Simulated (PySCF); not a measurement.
PySCF 2.14.0, R2SCAN/def2-svp, df: Ga(Me)2(Cl) ([CH3][Ga]([CH3])[Cl]), 10 atoms. The geometry is a generated start, not checked to be a minimum at this level.

```
Quantity                      Result
-------------------  ---------------
task                          energy
method                        r2scan
basis                       def2-svp
two-electron scheme  density fitting
mol.max_memory               3000 MB
mf.max_cycle                     100
mf.init_guess        minao (default)
mf.DIIS              CDIIS (default)
mf.diis_space            8 (default)
mf.conv_tol          1e-09 (default)
mf.grids.level           3 (default)
basis functions                  108
grid points                   126872
```

```xyz
10

Ga     0.4616    -0.1953     0.2814
C     -1.1084    -1.5011     0.1626
H     -0.8050    -2.3872    -0.4016
H     -1.9811    -1.0603    -0.3193
H     -1.3849    -1.8283     1.1683
C      0.6302     1.7070    -0.4499
H      1.4132     1.7402    -1.2126
H      0.9248     2.3846     0.3563
H     -0.3021     2.0637    -0.8891
Cl     2.1518    -0.9234     1.3039
```

One run each on 2 threads, 1 BLAS thread. Values of level_shift (Hartree) tried: 0 (default), 0.1, 0.3, 1.

Q: How does the count of Fock builds change with level_shift (Hartree), and where is it least?

A: Fewest Fock builds, within one of each other: 0 (default) with 11, 0.1 with 12. The count rises to 35 at 1. All converge to one solution.

| level_shift (Hartree) | Fock builds | end |
|---|---|---|
| 0 (default) | 11 | same solution |
| 0.1 | 12 | same solution |
| 0.3 | 15 | same solution |
| 1 | 35 | same solution |
